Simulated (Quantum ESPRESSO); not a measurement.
A self-consistent single point of Ba2H3I (P3m1, 6 atoms in the cell) with Quantum ESPRESSO.

Level of theory: LDA (PZ), GBRV 1.5 ultrasoft (LDA) pseudopotentials (plane waves; Quantum ESPRESSO).

```
Ba2H3I
1.0
    4.51372     0.00000     0.00000
   -2.25686     3.90899     0.00000
    0.00000     0.00000     8.07895
Ba H I
2 3 1
Direct
  0.66667   0.33333   0.69091
  0.33333   0.66667   0.31528
  0.66667   0.33333   0.35610
  0.33333   0.66667   0.64390
  0.00000   0.00000   0.50000
  0.00000   0.00000   0.00000
```

Reference input (self-consistent single point, DFT, LDA (PZ), plane waves, GBRV 1.5 ultrasoft (LDA) pseudopotentials): ecutwfc = 40 Ry; ecutrho = 200 Ry; occupations = fixed; potentials = {Ba: ba_lda_v1.uspp.F.UPF, H: h_lda_v1.4.uspp.F.UPF, I: i_lda_v1.uspp.F.UPF}; K_POINTS = automatic 3 3 2 0 0 0; nbnd = 19; conv_thr = 1e-09 Ry; mixing_beta = 0.7. This run's input differs from it in these lines:

```diff
@@ -18,3 +18,3 @@
 &ELECTRONS
-    conv_thr = 1.0d-9
+    conv_thr = 7.3e-06
     mixing_beta = 0.7
```

Log, with long lists cut:

```
     Self-consistent Calculation

     iteration #  1     ecut=    40.00 Ry     beta= 0.70

     negative rho (up, down):  1.882E-01 0.000E+00

     total energy              =    -209.12110601 Ry
     estimated scf accuracy    <       0.36590683 Ry

     iteration #  2     ecut=    40.00 Ry     beta= 0.70

     negative rho (up, down):  1.856E-01 0.000E+00

     total energy              =    -209.19802377 Ry
     estimated scf accuracy    <       0.13186889 Ry

     iteration #  3     ecut=    40.00 Ry     beta= 0.70

     negative rho (up, down):  1.840E-01 0.000E+00

     total energy              =    -209.23468409 Ry
     estimated scf accuracy    <       0.00851903 Ry

     iteration #  4     ecut=    40.00 Ry     beta= 0.70

     negative rho (up, down):  1.826E-01 0.000E+00

     total energy              =    -209.23632584 Ry
     estimated scf accuracy    <       0.00019144 Ry

     iteration #  5     ecut=    40.00 Ry     beta= 0.70

     negative rho (up, down):  1.825E-01 0.000E+00

     total energy              =    -209.23637570 Ry
     estimated scf accuracy    <       0.00001726 Ry

     iteration #  6     ecut=    40.00 Ry     beta= 0.70

     negative rho (up, down):  1.825E-01 0.000E+00
     End of self-consistent calculation

     highest occupied, lowest unoccupied level (ev):     6.0744    8.2032

!    total energy              =    -209.23637833 Ry
     estimated scf accuracy    <       0.00000127 Ry

     convergence has been achieved in   6 iterations

     negative rho (up, down):  1.825E-01 0.000E+00

     Forces acting on atoms (cartesian axes, Ry/au):

     atom    1 type  1   force =     0.00000000   -0.00000000   -0.00766398
     atom    2 type  1   force =     0.00000000    0.00000000    0.00230101
     atom    3 type  2   force =     0.00000000    0.00000000    0.00322387
     atom    4 type  2   force =     0.00000000    0.00000000   -0.00031857
     atom    5 type  2   force =     0.00000000    0.00000000    0.00098192
     atom    6 type  3   force =     0.00000000    0.00000000    0.00147575

   [... lines left out ...]
     Total force =     0.008813     Total SCF correction =     0.003154
   [... lines left out ...]

     negative rho (up, down):  1.825E-01 0.000E+00
          total   stress  (Ry/bohr**3)                   (kbar)     P=      -25.08
  -0.00016092  -0.00000000   0.00000000          -23.67       -0.00        0.00
  -0.00000000  -0.00016092   0.00000000           -0.00      -23.67        0.00
   0.00000000   0.00000000  -0.00018962            0.00        0.00      -27.89

   JOB DONE.
```

The run converged in 6 iterations. Against the reference run the free energy stays essentially unchanged (within 1 meV/atom), the pressure hardly changes (-2.52 to -2.51 GPa), the largest force goes from 0.206 to 0.197 eV/Å and the gap on the mesh hardly changes (2.130 to 2.129 eV). The full log also holds: “SCF correction compared to forces is large: reduce conv_thr to get better values”.

The starting cell comes from a database of computed structures (which also holds hypothetical and non-ambient phases and stackings), without a prior relaxation at this level. Its lattice was rescaled by up to half a per cent. One atom was moved a little off its site on purpose. Spin-orbit coupling is off.
